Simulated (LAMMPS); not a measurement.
LAMMPS 22 Jul 2025, classical MD, EAM (NiAlH_jea.eam.alloy): NiAl, 11664 atoms.

```yaml
task: MD, nve
potential: EAM, NiAlH_jea.eam.alloy
copies_of_the_repeat_unit: 18×18×18
shape (slab and sphere leave vacuum in the box): bulk
steps: 2000
timestep: 2 fs
thermo: 50
newton: on (default)
atom_modify sort (bins of 2 Å where set): 1000 (default)
comm_style: brick (default)
box: 52.0 × 52.0 × 52.0 Å
start: generated B2 lattice, warmed in an untimed run
```

All runs start from one configuration, warmed at this fixed volume for 1000 steps under a thermostat at 300 K. The run at a skin of 2 Å has a mean temperature of 303 K and a mean pressure of -2.3 GPa.

Single runs; times are not shown.

With neigh_modify every 1 delay 0 check yes, skins of 0.1, 0.3, 0.5, 1, 1.5, 2, 3 Å were run. Further schedules:
- skin 2 Å, every 1 delay 10 check yes
- skin 1 Å, every 20 delay 0 check no
- skin 0.3 Å, every 100 delay 0 check no
- skin 2 Å, every 20 delay 0 check no
- skin 2 Å, every 100 delay 0 check no
- skin 0.3 Å, every 10 delay 0 check yes
- skin 1 Å, every 1 delay 10 check yes

A schedule rebuilds too seldom if it shows a dangerous build, rebuilds less often than the check at every step does at that skin, or fails.

**Question.** Which schedules can miss pairs here, and how do rebuilds depend on the skin?

**Answer.** With the check at every step the rebuilds are 997 at 0.1 Å, 336 at 0.3 Å, 201 at 0.5 Å, 64 at 1 Å, 0 at 1.5 Å, 0 at 2 Å, 0 at 3 Å. Too seldom: skin 0.3 Å, every 100 delay 0 check no; skin 0.3 Å, every 10 delay 0 check yes.

| setting | rebuilds | dangerous builds | list entries an atom | change of the total energy (meV/atom) |
|---|---|---|---|---|
| skin 0.1 Å, every 1 delay 0 check yes | 997 | — | 30.2 | under 0.001 |
| skin 0.3 Å, every 1 delay 0 check yes | 336 | — | 31.9 | under 0.001 |
| skin 0.5 Å, every 1 delay 0 check yes | 201 | — | 32.8 | under 0.001 |
| skin 1 Å, every 1 delay 0 check yes | 64 | — | 55.7 | under 0.001 |
| skin 1.5 Å, every 1 delay 0 check yes | 0 | — | 65.4 | under 0.001 |
| skin 2 Å, every 1 delay 0 check yes | 0 | — | 82.9 | under 0.001 |
| skin 3 Å, every 1 delay 0 check yes | 0 | — | 117 | under 0.001 |
| skin 2 Å, every 1 delay 10 check yes | 0 | 0 | 82.9 | under 0.001 |
| skin 1 Å, every 20 delay 0 check no | 100 | not counted | 55.7 | under 0.001 |
| skin 0.3 Å, every 100 delay 0 check no | 20 | not counted | 31.9 | −0.0027 |
| skin 2 Å, every 20 delay 0 check no | 100 | not counted | 82.9 | under 0.001 |
| skin 2 Å, every 100 delay 0 check no | 20 | not counted | 82.9 | under 0.001 |
| skin 0.3 Å, every 10 delay 0 check yes | 200 | 200 | 31.9 | under 0.001 |
| skin 1 Å, every 1 delay 10 check yes | 64 | 0 | 55.7 | under 0.001 |

Where the energy changes as in the checked runs, the late rebuilds cost nothing that shows in this run. List entries are as LAMMPS prints them (Ave neighs/atom).
